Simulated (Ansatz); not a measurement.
Consider the following.

```
CELL_PARAMETERS angstrom
      4.10709     0.00000     0.00000
      2.05355     3.55685     0.00000
      2.05355    -1.18562     3.44431
ATOMIC_POSITIONS crystal
  In 0.99696 0.00152 0.00456
  P  0.50304 0.24848 0.74544
```

No spin polarisation.

Level of theory: r2SCAN (Ansatz, a quantum-chemistry and plane-wave program), scalar-relativistic without spin-orbit coupling. k-mesh 10×10×10 (Γ-centred); smearing 0.05 eV (Fermi–Dirac).

Problem. What is the computed mean in-plane stress (compression positive)?

Solution. +2.5 GPa.

Problem. Predict the valence-band top at Γ (three highest levels, from the VBM).

Solution. 0.00, 0.00, -0.20 eV.

Problem. Predict the gap character.

Solution. Direct at Γ.

The cells carry an imposed strain or load. Stability against distortions was not tested. The cell was made from InP in the zinc blende structure (space group F-43m, No. 216) by this change: biaxial strain −1.67 %, plane normal [111], relaxed out of plane.
